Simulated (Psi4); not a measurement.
Psi4 1.11, BP86/def2-svp: Mo(O)(NH)(NMe2)(SH) (C[N](C)[Mo](=[NH])(=[O])[SH]), 15 atoms. The geometry is a generated start, not checked to be a minimum at this level.

| Item | Result |
|---|---|
| task | energy |
| method | bp86 |
| basis | def2-svp |
| memory | 3 GB |
| maxiter | 100 |
| keys of the molecule block | symmetry c1 |
| scf_type | df (default) |
| e_convergence | 1e-06 (default) |
| d_convergence | 1e-06 (default) |
| dft_radial_points | 75 (default) |
| dft_spherical_points | 302 (default) |
| effective core potentials | those of the basis set, past Kr |
| basis functions | 159 |
| grid points | 320155 |

```xyz
15

Mo     0.8899    -1.0952     0.2323
O      2.3367    -0.7541     0.9334
N      0.7937    -2.0136    -1.2339
H      1.0122    -2.5522    -2.0648
N     -0.0911     0.5060    -0.0024
C     -0.9104     0.9555    -1.1090
C      0.1199     1.5854     0.9449
H     -1.8980     1.2772    -0.7543
H     -0.4362     1.8076    -1.6177
H     -1.0369     0.1395    -1.8239
H      0.6007     2.4473     0.4565
H     -0.8391     1.9204     1.3645
H      0.7603     1.2372     1.7637
S     -0.3352    -2.3089     1.8668
H     -0.9666    -3.1519     1.0439
```

Charge 0 and multiplicity 1 are set for this test and not shown to be the ground state.

With the defaults (diis_max_vecs = 10, diis = true, scf_initial_accelerator = adiis, damping_percentage = 0, diis_start = 1, guess = auto, which took SAD) it converges in 14 SCF iterations. One run each on 2 threads, with these changes:
- scf_initial_accelerator = ediis
- diis_max_vecs = 20
- diis_max_vecs = 3
- guess = core
- diis_start = 4
- damping_percentage = 20
- guess = sap
- guess = modhuckel
- diis = false, scf_initial_accelerator = none, damping_percentage = 60

### Question
Which runs fail or end elsewhere than the default run?

### Answer
No convergence: diis_max_vecs = 3; diis = false, scf_initial_accelerator = none, damping_percentage = 60 (the run ends without SCF convergence in 100 iterations). The rest reach the solution of the defaults.

```json
[
 {"setting": "the defaults", "SCF iterations": "14", "end": "same solution"},
 {"setting": "scf_initial_accelerator = ediis", "SCF iterations": "14", "end": "same solution"},
 {"setting": "diis_max_vecs = 20", "SCF iterations": "14", "end": "same solution"},
 {"setting": "guess = modhuckel", "SCF iterations": "15", "end": "same solution"},
 {"setting": "guess = sap", "SCF iterations": "18", "end": "same solution"},
 {"setting": "guess = core", "SCF iterations": "19", "end": "same solution"},
 {"setting": "diis_start = 4", "SCF iterations": "21", "end": "same solution"},
 {"setting": "damping_percentage = 20", "SCF iterations": "27", "end": "same solution"},
 {"setting": "diis_max_vecs = 3", "SCF iterations": "100", "end": "no convergence"},
 {"setting": "diis = false, scf_initial_accelerator = none, damping_percentage = 60", "SCF iterations": "100", "end": "no convergence"}
]
```

2 further runs of the study ended by our limits or in an error and are left out.
